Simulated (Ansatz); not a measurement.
Here is the system:

```
CELL_PARAMETERS angstrom
      0.00000     2.07777     2.07777
      2.07777     0.00000     2.07777
      2.07777     2.07777     0.00000
ATOMIC_POSITIONS crystal
  O  0.00000 0.00000 0.00000
  Ni 0.50000 0.50000 0.50000
```

Spin-polarised, with starting moments of sign O+ Ni+.

Level of theory: Ansatz (a quantum-chemistry and plane-wave program), r2SCAN, PAW, cutoff 500 eV, spin-orbit coupling left out. Settings: 13×13×13 k-points, 0.05 eV Fermi–Dirac smearing.

Predict the band gap, space group and smallest direct gap.


- Band gap: 0.74 eV
- Space group: Fm-3m (No. 225)
- Smallest direct gap: 1.68 eV

The cells carry an imposed strain or load. Whether these cells are dynamically stable was not tested. No Hubbard U is applied and the magnetic state is the run's own (NiO ferromagnetic); small cells can't hold the antiferromagnetic order that many such compounds have, so gaps and moments can be off. Where the two band edges lie in opposite spin channels, the gap is a spin-flip gap. The cell was made from NiO in the rock salt structure (space group Fm-3m, No. 225; ferromagnetic) by this change: isotropic strain −0.79 %. In its common phase, real NiO is an antiferromagnetic insulator at low temperature.
